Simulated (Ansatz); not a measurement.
# HgO (model structure, started from the beta GaS type, P6₃/mmc, No. 194, 8 atoms in the cell): equilibrium volume per atom by level of theory

No measured value is used here.

Put these levels in order of the equilibrium volume per atom that they give for HgO (model structure, started from the beta GaS type, P6₃/mmc, No. 194, 8 atoms in the cell), smallest first: PBE (Ansatz, a quantum-chemistry and plane-wave program), PBE-D3(BJ) (Ansatz), PBEsol (Ansatz).

PBEsol (17.57 Å³/atom), PBE-D3(BJ) (18.19 Å³/atom), PBE (19.31 Å³/atom)

Density-functional levels without +SOC have no spin–orbit coupling. Ansatz's density-functional and Hartree–Fock values are scalar-relativistic unless marked +SOC, with PAW data made under PBE.

A model structure was made by putting elements into a prototype or built by hand; it is no filed structure, need not be a known phase, and can be a saddle point held by its symmetry.
